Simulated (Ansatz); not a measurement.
Base system: Rb2InAgF6 (space group Fm-3m, No. 225; a = 8.917 Å; a cell from a computed database, its experimental status unchecked). Axes: x, y, z lie along the cube axes.

Calculations: plane-wave PAW DFT at the r2SCAN level (Ansatz, a program for electronic structure, 500 eV), scalar-relativistic without spin-orbit coupling.

The change: uniaxial strain ε_zz = +1.18 %, all other strain components held at zero, atoms relaxed at fixed cell.

### Question
Predict the stress tensor and what it implies for the stiffness.

### Answer
Stress of the strained cell less that of the base (GPa, compression positive):
```
  -0.39    0.00    0.00
   0.00   -0.39    0.00
   0.00    0.00   -0.91
```

Then −Δσ_ii/ε with ε = 0.0118 gives relaxed-ion elastic constants: C33 ≈ 77 GPa, C13 ≈ 33 GPa and C23 ≈ 33 GPa.

Whether these cells are dynamically stable was not tested.
